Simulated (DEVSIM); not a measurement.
System: Co/SiO2/n-InP capacitor, at 300 K.

| layer (left to right) | material | thickness (nm) | Nd (cm⁻³) |
|---|---|---|---|
| 1 | SiO2 | 6.60 | - |
| 2 | InP | 15000 | 1.7e15 |

Metal gate on the left, work function 5 eV. Fixed charge at the semiconductor interface 1.6e10 cm⁻² (in units of +e); no interface traps.

This is a model device: material constants are rounded textbook-type values typed into the input, and sizes, dopings and lifetimes were drawn at random. Values at 300 K.

```
parameter      SiO2     InP
-------------  ----  ------
gap (eV)          9   1.344
affinity (eV)   0.9    4.38
permittivity    3.9    12.5
Nc (cm⁻³)         -  5.7e17
Nv (cm⁻³)         -  1.1e19
```

Simulated with DEVSIM: 1D Poisson equation in equilibrium, Boltzmann statistics, complete ionisation; no quantum confinement or tunnelling. Metal contacts follow the ideal Schottky-Mott rule: no Fermi-level pinning, no interface dipoles.

The SiO2 thickness was swept, all else fixed.

```
SiO2 thickness (μm)  capacitance of the dielectric stack (μF/cm²)  threshold voltage (band bending 2φF) (V)
-------------------  --------------------------------------------  ----------------------------------------
0.0026                                                       1.33                                     -0.52
0.0036                                                      0.959                                     -0.52
0.0046                                                      0.751                                     -0.53
0.0056                                                      0.617                                     -0.54
0.0066                                                      0.523                                     -0.55
0.0079                                                      0.437                                     -0.56
```

From the first row to the last the capacitance of the dielectric stack goes from 1.33 to 0.437. From the first row to the last the threshold voltage (band bending 2φF) goes from -0.52 to -0.56.
